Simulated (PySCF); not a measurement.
PySCF 2.14.0, PBE0/def2-svp: FC1=C[SiH2][Si@@]1(F)[SiH3], 13 atoms. The geometry is a generated start, not checked to be a minimum at this level.

```json
{
 "task": "energy and gradient",
 "method": "pbe0",
 "basis": "def2-svp",
 "two_electron_scheme": "exact four-centre integrals",
 "mf.init_guess": "minao (default)",
 "mf.DIIS": "CDIIS (default)",
 "mf.diis_space": "8 (default)",
 "mf.grids.level": "3 (default)",
 "basis_functions": "140",
 "grid_points": "173152"
}
```

```xyz
13

F     -1.4696    -0.0342     2.3869
C     -1.2315    -0.0963     1.0582
C     -1.9894     0.3374     0.0137
Si    -0.9495    -0.1228    -1.5036
Si     0.2960    -0.8222     0.1707
F      0.3879    -2.4017     0.3874
Si     2.1690     0.3662     0.4693
H     -2.9640     0.8275     0.0311
H     -0.5122     1.0926    -2.2415
H     -1.6486    -1.1245    -2.3533
H      1.9354     1.8271     0.3093
H      2.7773     0.1560     1.8114
H      3.1991    -0.0053    -0.5398
```
Charge 0, spin multiplicity 1.

The reference run uses exact four-centre integrals. Single runs; times are not shown.

Settings tried, all else as in the reference:
- mol.max_memory = 200 MB, mf.direct_scf_tol = 1e-07, mf.conv_tol = 1e-06 Hartree
- mol.max_memory = 200 MB, mf.direct_scf_tol = 1e-08, mf.conv_tol = 1e-06 Hartree
- mol.max_memory = 200 MB, mf.direct_scf_tol = 1e-10

### Question
Which settings reproduce the reference to 1.0 meV/atom in energy, 10 meV/Å in forces (largest component)?

### Answer
Within it: mol.max_memory = 200 MB, mf.direct_scf_tol = 1e-10; mol.max_memory = 200 MB, mf.direct_scf_tol = 1e-08, mf.conv_tol = 1e-06 Hartree; mol.max_memory = 200 MB, mf.direct_scf_tol = 1e-07, mf.conv_tol = 1e-06 Hartree. No setting lies outside.

| setting | energy against the reference | difference in forces (largest component) |
|---|---|---|
| mol.max_memory = 200 MB, mf.direct_scf_tol = 1e-10 | under 0.001 meV/atom | under 0.001 meV/Å |
| mol.max_memory = 200 MB, mf.direct_scf_tol = 1e-08, mf.conv_tol = 1e-06 Hartree | under 0.001 meV/atom | 0.59 meV/Å |
| mol.max_memory = 200 MB, mf.direct_scf_tol = 1e-07, mf.conv_tol = 1e-06 Hartree | −0.086 meV/atom | 0.17 meV/Å |

Total energies are compared; such shifts often cancel in part in energy differences. The small max_memory forces a direct SCF, where direct_scf_tol acts; the reference holds its integrals in memory. Also tried and not ranked: mol.max_memory = 200 MB, mf.direct_scf_tol = 1e-08 (ended without SCF convergence in 50 cycles); mol.max_memory = 200 MB, mf.direct_scf_tol = 1e-09 (ended without SCF convergence in 50 cycles); mol.max_memory = 200 MB, mf.direct_scf_tol = 1e-11 (same energy as a listed run); mol.max_memory = 200 MB, mf.direct_scf_tol = 1e-12 (same energy as a listed run); mol.max_memory = 200 MB (same energy as a listed run); mol.max_memory = 200 MB, mf.direct_scf_tol = 1e-06, mf.conv_tol = 1e-06 Hartree (ended without SCF convergence in 50 cycles). The tolerance is a choice made for this comparison.
